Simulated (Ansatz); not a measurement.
Mg2Si (Fm-3m), HSE06, rigid bands in Ansatz (a program for electronic structure): N_c = 1.16e19 cm⁻³ at 300 K and an electron conductivity mass of 0.273 mₑ.

Problem. For 1e16 electrons per cm³ at 300 K, place the Fermi level, estimate the Seebeck coefficient of a parabolic band with constant τ, and give mobility and conductivity for τ = 20 fs.

Solution. The level lies k_BT ln(N_c/n) = 0.182 eV below the conduction-band minimum. S ≈ −(k_B/e)[ln(N_c/n) + 5/2] = -823 μV/K, against -821 μV/K from the full bands (mean over directions). μ = eτ/m = 129 cm²/(V·s) and σ = neμ = 0.206 S/cm. τ is assumed, not computed.

Band transport and this doping are assumed; polarons and phonon drag are left out. Spin-orbit coupling is left out. Geometry: cell and atoms relaxed with PBEsol.
